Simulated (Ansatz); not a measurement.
# Hypothetical zinc blende LuP, pressure series

The parent structure is LuP in the zinc blende structure (space group F-43m, No. 216; a hypothetical phase, not in the database extracts checked).

LuP is taken in the cubic space group F-43m (No. 216), the zinc blende structure, Pearson symbol cF8. Lattice parameters: a = 6.1606 Å, b = 6.1606 Å, c = 6.1606 Å, α = 90.00°, β = 90.00°, γ = 90.00°. P on 4c sees 4 Lu at 2.668 Å (tetrahedral). Lu on 4a has 4 P at 2.668 Å (tetrahedral). (Neighbours: up to the widest gap in distance over summed covalent radii, below 1.35, at either atom; cation-cation and far metal-metal contacts left out.)
(The calculation used a cell of 2 atoms; values per cell refer to that cell.)

Cell and atoms are relaxed at each pressure.

Level of theory: PBE in Ansatz (plane waves to 420 eV, PAW, spin-orbit coupling left out).

Notes on the quantities. enthalpy: H = E + PV relative to the base's energy.

```
case                   enthalpy  volume per atom  width of the top valence band
----------------  -------------  ---------------  -----------------------------
base                          –         29.23 Å³                        0.70 eV
pressure −2 GPa   -0.37 eV/atom              ___                        0.64 eV
pressure −1 GPa   -0.18 eV/atom         29.75 Å³                        0.67 eV
pressure 1.8 GPa  +0.32 eV/atom         28.40 Å³                        0.75 eV
pressure 4.2 GPa  +0.74 eV/atom         27.44 Å³                        0.82 eV
pressure 9 GPa    +1.54 eV/atom         25.87 Å³                            ___
pressure 18 GPa   +2.93 eV/atom         23.72 Å³                        1.16 eV
pressure 45 GPa   +6.56 eV/atom              ___                            ___
pressure 60 GPa   +8.36 eV/atom         18.50 Å³                        2.01 eV
```

### Question
Fill in the withheld entries from the trend.

### Answer

- pressure −2 GPa, volume per atom: 30.31 Å³
- pressure 9 GPa, width of the top valence band: 0.95 eV
- pressure 45 GPa, volume per atom: 19.87 Å³
- pressure 45 GPa, width of the top valence band: 1.73 eV

Load acts through the strain it causes; cell and atoms are relaxed under it. No phonon test of stability was made. No other phases were tried under pressure.

Ansatz is a first-principles code.
